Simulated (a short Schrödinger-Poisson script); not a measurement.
Structure: symmetric double-gate stack, SiO2 on p-type Si(100), at 400 K.

```tsv
layer	material	thickness (nm)	Na (cm⁻³)
1	SiO2	2.1	-
2	Si	6	5e15
3	SiO2	2.1	-
```

Constants are typed, rounded textbook-type inputs, not results; the design itself was drawn at random and stands for no fabricated device. SiO2: permittivity 3.9, conduction-band edge (eV) 3.15, gap (eV) 9, electron mass (mₑ) 0.5. Si: permittivity 11.7, conduction-band edge (eV) 0, gap (eV) 1.124, Nv at 300 K (cm⁻³) 3.1e19.

Channel valleys (confinement mass, in-plane density-of-states mass, number): Δ2 0.916, 0.19, 2; Δ4 0.19, 0.417, 4. At the gates, both at one voltage, the conduction-band edge of layer 1 lies 3.4 eV − eVg above the Fermi level of the channel. Gaps are held at their typed values at every temperature. Mesh 0.03 nm at interfaces.

From a short Schrödinger-Poisson script (our own, NumPy): 1D Poisson equation in equilibrium, electrons quantum, Hartree (BenDaniel-Duke, 12 states a valley, the channel's in-plane mass for all, wave functions free to enter the dielectric), parabolic valleys, classical holes, full ionisation, no traps, pinning or gate leakage.

The same stack at other levels of the model or other numerical settings:

```json
[
 {"run": "base", "sheet density of all electrons at Vg = 1.7 V (cm⁻²)": "2.47e13", "sheet density of all electrons at Vg = 0.5 V (cm⁻²)": "4.73e12", "capacitance of both gates at Vg = 1.7 V (μF/cm²)": "2.81", "gate voltage at 1e11 electrons/cm² (V)": "0.09", "rough cost against the base": "about 1"},
 {"run": "electrons treated as classical, Boltzmann", "sheet density of all electrons at Vg = 1.7 V (cm⁻²)": "2.80e13", "sheet density of all electrons at Vg = 0.5 V (cm⁻²)": "5.55e12", "capacitance of both gates at Vg = 1.7 V (μF/cm²)": "___", "gate voltage at 1e11 electrons/cm² (V)": "0.07", "rough cost against the base": "0.03"},
 {"run": "electrons treated as classical, Fermi-Dirac", "sheet density of all electrons at Vg = 1.7 V (cm⁻²)": "___", "sheet density of all electrons at Vg = 0.5 V (cm⁻²)": "5.49e12", "capacitance of both gates at Vg = 1.7 V (μF/cm²)": "___", "gate voltage at 1e11 electrons/cm² (V)": "0.07", "rough cost against the base": "0.09"},
 {"run": "mesh six times as coarse", "sheet density of all electrons at Vg = 1.7 V (cm⁻²)": "2.47e13", "sheet density of all electrons at Vg = 0.5 V (cm⁻²)": "4.71e12", "capacitance of both gates at Vg = 1.7 V (μF/cm²)": "2.80", "gate voltage at 1e11 electrons/cm² (V)": "0.09", "rough cost against the base": "0.4"}
]
```

**Question.** Complete the blanks.

**Answer.** 
- electrons treated as classical, Fermi-Dirac, sheet density of all electrons at Vg = 1.7 V (cm⁻²): 2.72e13
- electrons treated as classical, Fermi-Dirac, capacitance of both gates at Vg = 1.7 V (μF/cm²): 3.00
- electrons treated as classical, Boltzmann, capacitance of both gates at Vg = 1.7 V (μF/cm²): 3.13

The classical rows ignore confinement, and Boltzmann statistics overrate the density once the band edge passes the Fermi level.
